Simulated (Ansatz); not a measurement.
# β-phase InSe (model structure)

The numbers are results of PBE0-D4 in Ansatz (PAW), not measurements.

Cell: relaxed at this level.

- interlayer binding energy: 19.8 meV/Å²
- layer repeat distance: 8.326 Å
- gap between the layers: 3.035 Å

Note: the relaxation could raise the start's symmetry but not lower it, so the cell can be a saddle point.

Spin–orbit coupling is not included.

Static lattice: no zero-point or thermal effects.

Computing time: about 100 core-minutes (a rough figure).

A model structure was made by putting elements into a prototype or built by hand; it is no filed structure, need not be a known phase, and can be a saddle point held by its symmetry.

Ansatz is a first-principles code.
